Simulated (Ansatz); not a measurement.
# Pressure series in Ru

The parent structure is Ru in the hcp (Mg type) structure (space group P6_3/mmc, No. 194).

```
Ru
1.0
    2.67608     0.00000     0.00000
   -1.33804     2.31755     0.00000
    0.00000     0.00000     4.22062
Ru
2
Direct
  0.66667   0.33333   0.75000
  0.33333   0.66667   0.25000
```

Cell and atoms are relaxed at each pressure.

The values are results of LDA/PAW in Ansatz (an electronic-structure program), no spin-orbit coupling, not measurements.

| pressure (GPa) | volume per atom (Å³/atom) |
|---|---|
| -2 | 13.161 |
| -1 | 13.124 |
| 0 | 13.088 |
| 0.9 | 13.056 |
| 2.1 | 13.015 |
| 4.5 | 12.933 |
| 9 | ? |
| 15 | 12.607 |
| 22.5 | 12.400 |

Fit the third-order Birch–Murnaghan form P(V) = (3B₀/2)[(V₀/V)^(7/3) − (V₀/V)^(5/3)]·[1 + (3/4)(B₀′ − 4)((V₀/V)^(2/3) − 1)] (squares taken in P) to the rows shown and predict the withheld row.

Least squares on the printed values gives V₀ = 13.088 Å³/atom, B₀ = 367 GPa, B₀′ = 4.7; this predicts 12.788 Å³/atom, and the run gives 12.787 Å³/atom, in agreement.

Load acts through the strain it causes; cell and atoms are relaxed under it. Stability against distortions was not tested. Competing high-pressure phases were not computed. All final runs are without spin polarisation.
